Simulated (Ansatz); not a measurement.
Bond-angle distributions (per cent of the angles at each element, bins of 10°) of a relaxed model of amorphous Al$_{30}$O$_{48}$H$_{6}$ at 2.96 g/cm³. Computed with PBE, scalar-relativistic without spin-orbit coupling (plane waves to 420 eV, PAW; Ansatz, a quantum-chemistry and plane-wave program).

The cell was made by melting and quenching with the CHGNet potential and then relaxed with DFT. O atoms were pushed apart under 1.9 Å during the dynamics, to hinder bonds among them. The hot cell started wider than the set density and was brought back towards it in steps. It is the lowest in DFT energy of 8 quenches. It is a model cell: composition and starting density were chosen by hand, and all elements were melted together. No dispersion term was used. Its density started from a set value of 2.96 and ended at 2.96 g/cm³. The quench (nominally 370 K/ps over its main leg) was far faster than any real one, so the model tends to hold more defects than a real film. A cell of this size samples the disorder only roughly. Volume and shape were free in the relaxation. Stress components on the final sampling reach 0.7 GPa. Cycles of charging lowered its energy after that relaxation.

Cut-offs for bonds: Al-Al 2.66 Å, Al-O 2.30 Å, Al-H 1.82 Å, O-O 1.58 Å, O-H 1.24 Å, H-H 0.90 Å. Two cations that share two anions don't count as bonded, nor two that share one unless they lie closer than Al-Al 2.59 Å.

| angle (°) | at Al | at O |
|---|---|---|
| 50-60 | 0 | 0 |
| 60-70 | 0 | 0 |
| 70-80 | 6 | 0 |
| 80-90 | 19 | 4 |
| 90-100 | 22 | 21 |
| 100-110 | 20 | 8 |
| 110-120 | 13 | 25 |
| 120-130 | 5 | 19 |
| 130-140 | 3 | 14 |
| 140-150 | 1 | 6 |
| 150-160 | 4 | 2 |
| 160-170 | 4 | 0 |
| 170-180 | 2 | 0 |

They go with these counts of neighbours within the cut-offs, cation contacts included: Al mean 4.7, most often 4; O mean 3.1, most often 3.
